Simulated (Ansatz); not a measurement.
The starting structures come from a database of crystals and need not be the phases stable at ambient conditions.

 Where the default PAW files enter, the runs use the earlier of Ansatz's two default sets.

## Evanescent states of CuBiSeO (P4/nmm, not sure to be the ambient phase, 8 atoms a cell, 17.0 Å³ an atom) along the normal of (100)

Computed with r2SCAN (plane waves, PAW; Ansatz, a program for electronic structure).

The gap is the functional's own. No spin-orbit coupling. Mid-gap values are interpolated on the energy grid.

Energies count from the valence-band top; κ is the least over a 8×4 mesh across the current.

```
E (eV)  κ (1/Å)  where
------  -------  -----
0.03      0.026  off Γ
0.09      0.087  off Γ
0.15      0.101  off Γ
0.21      0.105  off Γ
0.27      0.106  off Γ
0.33      0.105  off Γ
0.39      0.103  off Γ
0.45      0.098  off Γ
0.51      0.091  off Γ
0.57      0.081  off Γ
0.63      0.067  off Γ
0.69      0.045  off Γ
```

**Question.** How thick must the barrier be to attenuate the transmission by 10^8 when the electrodes' Fermi level lies at 0.33 eV, and what attenuation does that film give at 0.39 eV?

**Answer.** d = 8 ln 10 / (2 × 0.105) = 87.7 Å. At 0.39 eV it gives 8 × 0.103/0.105 = 7.8 decades.
